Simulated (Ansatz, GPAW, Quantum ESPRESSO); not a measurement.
## Lu (P6_3/mmc, 2 atoms in the cell) computed with different codes at matched settings

Self-consistent single point.

```xyz
2
Lattice="1.7500 -3.0311 0.0000 1.7500 3.0311 0.0000 0.0000 0.0000 5.5500" Properties=species:S:1:pos:R:3 pbc="T T T"
Lu     1.7500     1.0104     1.3875
Lu     1.7500    -1.0104     4.1625
```

Shared settings, as Ansatz (a quantum-chemistry and plane-wave program) writes them: kpoints.mp_grid.grid = 10 10 6; scf.occupations.method = gaussian; scf.occupations.width = 0.0147 Ry. Potentials and cutoffs stand in the table.

```json
[
 {"code": "Ansatz", "model": "LDA (PW92), default PAW files made with PBE", "pressure (GPa)": "-5.53", "cutoff": "default"},
 {"code": "Quantum ESPRESSO", "model": "LDA (PZ), PSlibrary PAW (LDA) pseudopotentials", "pressure (GPa)": "-5.29", "cutoff": "50 Ry"},
 {"code": "GPAW", "model": "LDA (Perdew-Wang 92), GPAW PAW datasets LDA (gpaw-data 1.0.1)", "pressure (GPa)": "-5.47", "cutoff": "800 eV"}
]
```

On Ansatz's run: spin-orbit coupling is off.

The spread over the programs that give each value: pressure within 0.24 GPa.

Ansatz's pressure is given at a fixed set of plane waves, as the other plane-wave codes print theirs; with its correction for the finite basis it is -5.49 GPa. The same LDA comes in different parametrisations, which differ slightly.

The starting cell has typed, rounded lattice constants, without a prior relaxation at this level.

Left out of this page: Elk and FLEUR (not drawn, or without a comparable value).

Keys are those of Ansatz 0.2.
